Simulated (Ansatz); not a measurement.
# CdSe: response to strain

Take CdSe in the zinc blende structure (space group F-43m, No. 216; a = 6.133 Å) as the base. Axes: x, y, z lie along the cube axes.

Strains are applied to the cell and any free atomic positions relax.

Level of theory: plane-wave PAW DFT at the r2SCAN level (Ansatz, a first-principles code, 500 eV), no spin-orbit coupling.

Notes on the quantities. pressure: mean of the normal stresses, compression positive.

```json
[
 {"variant": "base", "volume per atom": "28.84 Å³", "pressure": "0.01 GPa", "band gap": "1.04 eV"},
 {"variant": "uniaxial strain ε_zz = +0.50 %", "volume per atom": "28.98 Å³", "pressure": "-0.25 GPa", "band gap": "1.02 eV"},
 {"variant": "uniaxial strain ε_zz = +1.00 %", "volume per atom": "29.13 Å³", "pressure": "-0.50 GPa", "band gap": "1.01 eV"},
 {"variant": "uniaxial strain ε_zz = +1.50 %", "volume per atom": "29.27 Å³", "pressure": "-0.74 GPa", "band gap": "0.99 eV"},
 {"variant": "uniaxial strain ε_zz = +2.00 %", "volume per atom": "29.41 Å³", "pressure": "-0.98 GPa", "band gap": "0.97 eV"},
 {"variant": "uniaxial strain ε_zz = +2.50 %", "volume per atom": "29.56 Å³", "pressure": "-1.21 GPa", "band gap": "0.96 eV"},
 {"variant": "uniaxial strain ε_zz = +3.00 %", "volume per atom": "29.70 Å³", "pressure": "-1.44 GPa", "band gap": "0.94 eV"}
]
```

No phonon test of stability was made.
